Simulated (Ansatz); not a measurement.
# Pressure series in hypothetical zinc blende AgF

The parent structure is AgF in the zinc blende structure (space group F-43m, No. 216; a hypothetical phase, not in the database extracts checked).

```
AgF
1.0
    0.00000     2.73311     2.73311
    2.73311     0.00000     2.73311
    2.73311     2.73311     0.00000
F Ag
1 1
Cartesian
  1.36656   1.36656   1.36656
  0.00000   0.00000   0.00000
```

Cell and atoms are relaxed at each pressure.

Calculations: PBE (Ansatz, a program for electronic structure; PAW; 420 eV plane waves; scalar-relativistic without spin-orbit coupling).

```
pressure (GPa)  volume per atom (Å³/atom)
--------------  -------------------------
-2                                 21.674
-1                                 20.982
0                                  20.416
4.2                                18.716
9                                  17.448
18                                 15.904
30                                      ?
45                                 13.515
60                                 12.732
```

Question: Fit the third-order Birch–Murnaghan form P(V) = (3B₀/2)[(V₀/V)^(7/3) − (V₀/V)^(5/3)]·[1 + (3/4)(B₀′ − 4)((V₀/V)^(2/3) − 1)] (squares taken in P) to the rows shown and predict the withheld row.

Answer: Least squares on the printed values gives V₀ = 20.416 Å³/atom, B₀ = 38.5 GPa, B₀′ = 5.0; this predicts 14.606 Å³/atom, and the run gives 14.602 Å³/atom, 0.004 lower.

A case with no gap was solved on a k-mesh chosen for an insulator, which is coarse for it. Load acts through the strain it causes; cell and atoms are relaxed under it. Whether these cells are dynamically stable was not tested. No other phases were tried under pressure. No Hubbard U is applied, and correlation can decide whether such a compound is a metal. All final runs are without spin polarisation.
